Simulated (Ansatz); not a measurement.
The starting structures come from a database of crystals and need not be the phases stable at ambient conditions.

 Where the default PAW files enter, the runs use the earlier of Ansatz's two default sets.

Crystal: BaMg2FeH8 (P-3m1, not sure to be the ambient phase, 12 atoms a cell, 10.4 Å³ an atom, -2 GPa at this level); planes in its conventional cell.

The numbers are results of r2SCAN (plane waves, PAW; Ansatz, an electronic-structure program), not measurements.

No gap correction and no spin-orbit coupling; mid-gap values are interpolated between computed energies.

| plane | area of the cell (Å²) | mid-gap κ (1/Å) | largest κ in the gap (1/Å) |
|---|---|---|---|
| (001) | 18.0 | 0.43 | 0.49 |
| (100) | 31.8 | [?] | [?] |

**Question.** The slowest decay depends on the direction. Supply the withheld values.

**Answer.** 
- (100), mid-gap κ (1/Å): 0.36
- (100), largest κ in the gap (1/Å): 0.40
